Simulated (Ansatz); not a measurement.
For GaN (model structure, started from the MgO type, Pm-3n, No. 223, 12 atoms in the cell), LDA (plane waves, PAW; Ansatz, a program for electronic structure) gives:

```
Property                              Result
------------------------------  ------------
equilibrium lattice constant a       5.461 Å
cohesive energy                 5.22 eV/atom
band gap                             1.65 eV
```

Question: What does r²SCAN+rVV10 in Ansatz (PAW) give for the same quantities?

Answer: 
- lattice constant a: 5.499 Å (rises by 0.7 %)
- cohesive energy: 4.43 eV/atom (drops by 0.79 eV/atom)
- band gap: 1.78 eV (grows by 0.13 eV)

Changes are worked out from the printed values.

Unless a cell is named, each level is at its own relaxed cell (LDA 13.57, r²SCAN+rVV10 13.85 Å³/atom).

Spin–orbit coupling is included only where a level's name says +SOC; with heavier elements it mostly lowers gaps and can invert bands. Density-functional gaps are differences of (generalised) Kohn–Sham levels.

Ansatz's density-functional and Hartree–Fock values are scalar-relativistic unless marked +SOC, with PAW data made under PBE.

A model structure was made by putting elements into a prototype or built by hand; it is no filed structure, need not be a known phase, and can be a saddle point held by its symmetry.
